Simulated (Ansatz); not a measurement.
BaO (P6₃/mmc, No. 194, 4 atoms in the cell; start mp-1008500; a measured phase of this formula has another space group), treated with LDA in Ansatz (plane waves, PAW).

Numerical settings: plane-wave cutoff 520 eV, 12×12×6 k mesh (along the axes of the cell as run), Fermi–Dirac smearing 0.01 eV, scalar-relativistic PAW data made under PBE.

Cell (relaxed at this level):

```cif
data_Ba2O2
_chemical_formula_sum 'Ba2 O2'
_space_group_name_H-M_alt 'P 1'
_space_group_IT_number 1
_cell_length_a 3.70338
_cell_length_b 3.70338
_cell_length_c 6.47230
_cell_angle_alpha 90.000
_cell_angle_beta 90.000
_cell_angle_gamma 120.000
loop_
_space_group_symop_operation_xyz
  'x, y, z'
loop_
_atom_site_label
_atom_site_type_symbol
_atom_site_fract_x
_atom_site_fract_y
_atom_site_fract_z
_atom_site_occupancy
Ba1 Ba 0.33333 0.66667 0.25000 1
Ba2 Ba 0.66667 0.33333 0.75000 1
O1 O 0.00000 0.00000 0.50000 1
O2 O 0.00000 0.00000 0.00000 1
```

**Question.** What does this level give for the band gap, smallest direct gap on the k points sampled and direct gap at Γ?

**Answer.** 
band gap: 2.37 eV
smallest direct gap on the k points sampled: 2.39 eV
direct gap at Γ: 3.45 eV

Spin–orbit coupling is not included.

The computed numbers hold no vibrational or temperature effects.

A start named mp-… is a Materials Project structure, which need not be a measured phase.

Ansatz is a quantum-chemistry and plane-wave program.
